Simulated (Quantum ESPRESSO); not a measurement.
**Quick settings and what they miss: TiSb2 (I4/mcm, 6 atoms in the cell)**

Self-consistent single point.

```xyz
6
Lattice="3.3545 -3.3545 2.9006 3.3545 3.3545 2.9006 -3.3545 -3.3545 2.9006" Properties=species:S:1:pos:R:3 pbc="T T T"
Ti     0.0000     0.0000     1.4503
Ti     0.0000     0.0000     4.3509
Sb    -1.0200     2.3344     2.9006
Sb    -2.3344     1.0200     0.0000
Sb    -2.3344    -1.0200     2.9006
Sb    -1.0200     4.3745     0.0000
```

Method: PBEsol, GBRV 1.5 ultrasoft (PBESOL) pseudopotentials (plane waves; Quantum ESPRESSO 7.5).

Base settings: ecutwfc = 50 Ry; ecutrho = 400 Ry; occupations = smearing; smearing = gauss; degauss = 0.0073499 Ry; potentials = {Ti: ti_pbesol_v1.4.uspp.F.UPF, Sb: sb_pbesol_v1.4.uspp.F.UPF}; K_POINTS = automatic 6 6 6 0 0 0; conv_thr = 1e-10 Ry; mixing_beta = 0.7.

Tight run (finer mesh or higher cutoff; not a proven limit): ecutwfc: 50 Ry → 70 Ry; ecutrho: 400 Ry → 560 Ry; conv_thr: 1e-10 Ry → 7.3e-11 Ry; K_POINTS: automatic 6 6 6 0 0 0 → automatic 9 9 9 0 0 0. It gave Fermi level (on the code's own zero) 13.48 eV; pressure -3.33 GPa; largest force (vector length) 0.081 eV/Å.

Quick runs, as changes from the base:
- A: the base itself
- B: ecutwfc: 50 Ry → 30 Ry; ecutrho: 400 Ry → 240 Ry; K_POINTS: automatic 6 6 6 0 0 0 → automatic 3 3 3 1 1 1
- C: ecutwfc: 50 Ry → 30 Ry; ecutrho: 400 Ry → 240 Ry; smearing: gauss → cold; degauss: 0.0073499 Ry → 0.019992 Ry
- D: ecutwfc: 50 Ry → 25 Ry; ecutrho: 400 Ry → 200 Ry; smearing: gauss → cold; degauss: 0.0073499 Ry → 0.036749 Ry; K_POINTS: automatic 6 6 6 0 0 0 → automatic 8 8 8 1 1 1
- E: K_POINTS: automatic 6 6 6 0 0 0 → automatic 4 4 4 0 0 0
- F: ecutwfc: 50 Ry → 30 Ry; ecutrho: 400 Ry → 240 Ry; K_POINTS: automatic 6 6 6 0 0 0 → automatic 1 1 1 0 0 0

Energies are extrapolated to zero smearing width, which holds to low order in the width alone (under cold and Methfessel-Paxton smearing the free energy itself is taken).

Dashes: time of B, F, under 30 s.

The count of work is k-points × plane waves × bands × iterations; it is no time. Core times come from one kind of shared machine and are given to one figure; runs under 30 s give none.

The starting cell comes from a database of computed structures (which also holds hypothetical and non-ambient phases and stackings), without a prior relaxation at this level. Its lattice was rescaled by a random factor within 2.5 % of one. Spin polarisation is off. In the base run, with a pressure of about -3 GPa the cell is away from its equilibrium volume at this level.

```
run  energy less tight (meV/atom)  pressure less tight (GPa)  largest miss in a force vector (eV/Å)  count of work / tight  core time / tight (rough)
---  ----------------------------  -------------------------  -------------------------------------  ---------------------  -------------------------
A                             5.6                      -0.02                                  0.001                   0.28                        0.3
B                           316.2                     -19.90                                  0.027                  0.024                          –
C                           293.9                     -19.99                                  0.005                   0.12                        0.1
D                          2319.7                    -106.02                                  0.021                   0.18                        0.2
E                             5.2                       0.04                                  0.042                   0.11                        0.2
F                          -609.6                     -27.16                                  1.488                 0.0032                          –
```

Among the runs at the tight run's level, the energy misses run from 5.2 to 2319.7 meV/atom.
